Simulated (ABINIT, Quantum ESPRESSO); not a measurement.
A Quantum ESPRESSO input for a self-consistent single point of Al2Pt (Fm-3m, 3 atoms in the cell) (DFT, PBE, plane waves, GBRV 1.5 ultrasoft (PBE) pseudopotentials):

```fortran
&control
 calculation = 'scf'
 prefix = 'al2pt'
 outdir = './work'
 pseudo_dir = './'
 tprnfor = .true.
 tstress = .true.
/
&system
 ibrav = 2
 celldm(1) = 11.0035766470
 nat = 3
 ntyp = 2
 ecutwfc = 40
 ecutrho = 320
 occupations = 'smearing'
 smearing = 'gauss'
 degauss = 0.0073499
/
&electrons
 conv_thr = 1.0d-9
 mixing_beta = 0.7
/
ATOMIC_SPECIES
Al    26.9815  al_pbe_v1.uspp.F.UPF
Pt   195.0840  pt_pbe_v1.4.uspp.F.UPF
ATOMIC_POSITIONS crystal
Al    0.2500000000    0.2500000000    0.2500000000
Al    0.7500000000    0.7500000000    0.7500000000
Pt    0.0000000000    0.0000000000    0.0000000000
K_POINTS automatic
13 13 13  0 0 0
```

Task: Translate this input to ABINIT.

Result: This is the input that was run; spellings and numerical settings could be chosen otherwise.

```
# Al2Pt, PseudoDojo nc-sr-05 PBE standard
pp_dirpath "./"
pseudos "Al.upf, Pt.upf"
acell 7.7807036644 7.7807036644 7.7807036644
rprim
         0.0000000000    0.7071067812    0.7071067812
         0.7071067812    0.0000000000    0.7071067812
         0.7071067812    0.7071067812   -0.0000000000
natom 3
ntypat 2
znucl 13 78
typat 1 1 2
xred
         0.2500000000    0.2500000000    0.2500000000
         0.7500000000    0.7500000000    0.7500000000
         0.0000000000    0.0000000000    0.0000000000
ecut 84 Ry
occopt 7
tsmear 0.00367493
nband 17
kptopt 1
ngkpt 13 13 13
nshiftk 1
shiftk 0 0 0
nstep 100
toldfe 1.0e-09
prtwf 0
prtden 0
```

Basis, cutoffs, solver keys and any potentials are the target program's own. This input uses DFT, PBE, plane waves, norm-conserving pseudopotentials (PseudoDojo nc-sr-05 PBE standard). Both were run: pressure 8.93 GPa in Quantum ESPRESSO and 9.11 in ABINIT.

On Quantum ESPRESSO: the starting cell comes from a database of computed structures (which also holds hypothetical and non-ambient phases and stackings), without a prior relaxation at this level. Its lattice was rescaled by a random factor within 2.5 % of one. Spin polarisation is off. With a pressure of about 9 GPa the cell is away from its equilibrium volume at this level.

On ABINIT: the starting cell comes from a database of computed structures (which also holds hypothetical and non-ambient phases and stackings), without a prior relaxation at this level. Its lattice was rescaled by a random factor within 2.5 % of one. Spin polarisation is off. With a pressure of about 9 GPa the cell is away from its equilibrium volume at this level.
